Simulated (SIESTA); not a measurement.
Worked example: self-consistent single point of AlN (P6_3mc, 4 atoms in the cell) in SIESTA.

Level of theory: GGA PBE, numerical atomic orbitals DZP, PseudoDojo PBE standard norm-conserving potentials (rewritten from UPF to PSML) in SIESTA 5.4.2.

The change in words: lattice scaled by 1.03; MeshCutoff: 300 Ry → 180 Ry. Reference geometry:
```yaml
crystal:
  lattice:
    - [3.10294, 0.00000, 0.00000]
    - [-1.55147, 2.68722, 0.00000]
    - [0.00000, 0.00000, 4.97582]
  atoms:
    - { symbol: Al, position: [0.66667, 0.33333, 0.49929] }
    - { symbol: Al, position: [0.33333, 0.66667, 0.99929] }
    - { symbol: N, position: [0.66667, 0.33333, 0.88071] }
    - { symbol: N, position: [0.33333, 0.66667, 0.38071] }
```

Reference input (self-consistent single point, DFT, GGA PBE, numerical atomic orbitals DZP, PseudoDojo PBE standard norm-conserving potentials (rewritten from UPF to PSML)): XC.functional = GGA; XC.authors = PBE; potentials = PseudoDojo PBE standard; PAO.BasisSize = DZP; PAO.EnergyShift = 0.005 Ry; MeshCutoff = 300 Ry; kgrid.MonkhorstPack = 10 10 6; OccupationFunction = FD; ElectronicTemperature = 10 K; MaxSCFIterations = 150; SCF.Mixer.Method = Pulay; SCF.Mixer.Weight = 0.25. This run's input differs from it in these lines:

```diff
@@ -12,5 +12,5 @@
 %block LatticeVectors
-     3.102936000    0.000000000    0.000000000
-    -1.551468000    2.687221000    0.000000000
-     0.000000000    0.000000000    4.975821000
+     3.196024000    0.000000000    0.000000000
+    -1.598012000    2.767838000    0.000000000
+     0.000000000    0.000000000    5.125096000
 %endblock LatticeVectors
@@ -18,6 +18,6 @@
 %block AtomicCoordinatesAndAtomicSpecies
-     1.551469551    0.895739438    2.484377667  1
-    -0.000001551    1.791481562    4.972288167  1
-     1.551469551    0.895739438    4.382255313  2
-    -0.000001551    1.791481562    1.894344813  2
+     1.598013598    0.922611744    2.558909182  1
+    -0.000001598    1.845226256    5.121457182  1
+     1.598013598    0.922611744    4.513723298  2
+    -0.000001598    1.845226256    1.951175298  2
 %endblock AtomicCoordinatesAndAtomicSpecies
@@ -28,3 +28,3 @@
 PAO.EnergyShift              0.005 Ry
-MeshCutoff                   300 Ry
+MeshCutoff                   180 Ry
 %block kgrid.MonkhorstPack
```

Output (repeated stretches shortened):

```
        iscf     Eharris(eV)        E_KS(eV)     FreeEng(eV)     dDmax    Ef(eV) dHmax(eV)
   scf:    1     -674.208883     -690.347622     -690.347622  1.413029 -6.849677  8.684131
   scf:    2     -698.005851     -694.920549     -694.920549  0.145607 -5.791279  2.847135
   scf:    3     -695.626670     -695.450963     -695.450963  0.069089 -5.304083  0.056656
   scf:    4     -695.451689     -695.451366     -695.451366  0.005056 -5.298260  0.046660
   scf:    5     -695.451690     -695.451544     -695.451544  0.010235 -5.271350  0.000496
   scf:    6     -695.451544     -695.451544     -695.451544  0.000110 -5.271188  0.000281
   scf:    7     -695.451544     -695.451544     -695.451544  0.000029 -5.271314  0.000572
SCF Convergence by DM+H criterion
max |DM_out - DM_in|         :     0.0000292615
max |H_out - H_in|      (eV) :     0.0005716457
SCF cycle converged after 7 iterations

Using DM_out to compute the final energy and forces

siesta: E_KS(eV) =             -695.4515

siesta: E_KS - E_eggbox =      -695.4515

siesta: Atomic forces (eV/Ang):
     1    0.000130   -0.000075    0.022709
     2   -0.000130    0.000075    0.022709
     3    0.000257   -0.000149   -0.020832
     4   -0.000257    0.000149   -0.020832
   Tot   -0.000000   -0.000000    0.003754
   Max    0.022709
   Res    0.012581    sqrt( Sum f_i^2 / 3N )
   Max    0.022709    constrained

Stress tensor Voigt[x,y,z,yz,xz,xy] (kbar):       93.21       93.30       86.75        0.00       -0.00        0.08
(Free)E + p*V (eV/cell)     -698.0289
   [... lines left out ...]
siesta: FreeEng =      -695.451544
   [... lines left out ...]
siesta:     0.058175    0.000049   -0.000000
siesta:     0.000049    0.058231    0.000000
siesta:    -0.000000    0.000000    0.054142

siesta: Cell volume =         45.336992 Ang**3

siesta: Pressure (static):
siesta:                Solid            Molecule  Units
siesta:          -0.00061917         -0.00062135  Ry/Bohr**3
siesta:          -0.05684943         -0.05705006  eV/Ang**3
siesta:         -91.08282871        -91.40426899  kBar
```

The run converged in 7 iterations. Against the reference run the free energy rises by 10.2 meV/atom, the pressure goes from 6.91 to -9.11 GPa, the largest force goes from 0.002 to 0.023 eV/Å and the gap on the mesh goes from 4.389 to 3.577 eV.

The starting cell comes from a database of computed structures (which also holds hypothetical and non-ambient phases and stackings), without a prior relaxation at this level. Its lattice was rescaled by a random factor within 2.5 % of one. For this run, on top of that: lattice scaled by 1.03. Values carry the incompleteness of an atom-centred basis.

Cost on one core of a shared machine: roughly 50 s.
